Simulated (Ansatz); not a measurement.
The starting structures come from a database of crystals and need not be the phases stable at ambient conditions.

 Where the default PAW files enter, the runs use the earlier of Ansatz's two default sets.

**Evanescent states of Na$_{2}$MoO$_{4}$ (Fd-3m, spinel, not sure to be the ambient phase, 14 atoms a cell, 13.2 Å³ an atom) along the normal of (111)**

Level of theory: r2SCAN (plane waves, PAW; Ansatz, a quantum-chemistry and plane-wave program).

The gap is the functional's own, uncorrected, and κ follows it; spin-orbit coupling is left out. Mid-gap values are interpolated between the computed energies.

Energies count from the valence-band top; κ is the least over a 6×6 mesh across the current.

```json
[
 {"E (eV)": "0.12", "κ (1/Å)": "0.193", "where": "Γ"},
 {"E (eV)": "0.34", "κ (1/Å)": "0.296", "where": "Γ"},
 {"E (eV)": "0.57", "κ (1/Å)": "0.362", "where": "Γ"},
 {"E (eV)": "0.81", "κ (1/Å)": "0.409", "where": "Γ"},
 {"E (eV)": "1.03", "κ (1/Å)": "0.444", "where": "Γ"},
 {"E (eV)": "1.26", "κ (1/Å)": "0.471", "where": "Γ"},
 {"E (eV)": "1.50", "κ (1/Å)": "0.492", "where": "Γ"},
 {"E (eV)": "1.73", "κ (1/Å)": "0.507", "where": "Γ"},
 {"E (eV)": "1.96", "κ (1/Å)": "0.518", "where": "Γ"},
 {"E (eV)": "2.19", "κ (1/Å)": "0.525", "where": "Γ"},
 {"E (eV)": "2.42", "κ (1/Å)": "0.528", "where": "Γ"},
 {"E (eV)": "2.65", "κ (1/Å)": "0.529", "where": "Γ"},
 {"E (eV)": "2.88", "κ (1/Å)": "0.526", "where": "Γ"},
 {"E (eV)": "3.10", "κ (1/Å)": "0.521", "where": "Γ"},
 {"E (eV)": "3.33", "κ (1/Å)": "0.513", "where": "Γ"},
 {"E (eV)": "3.56", "κ (1/Å)": "0.503", "where": "Γ"},
 {"E (eV)": "3.79", "κ (1/Å)": "0.490", "where": "Γ"},
 {"E (eV)": "4.03", "κ (1/Å)": "0.475", "where": "Γ"},
 {"E (eV)": "4.25", "κ (1/Å)": "0.457", "where": "Γ"},
 {"E (eV)": "4.49", "κ (1/Å)": "0.437", "where": "Γ"},
 {"E (eV)": "4.71", "κ (1/Å)": "0.363", "where": "off Γ"}
]
```

### Question
How thick must the barrier be to attenuate the transmission by 10^8 when the electrodes' Fermi level lies at 4.71 eV, and what attenuation does that film give at 0.12 eV?

### Answer
d = 8 ln 10 / (2 × 0.363) = 25.4 Å. At 0.12 eV it gives 8 × 0.193/0.363 = 4.3 decades.
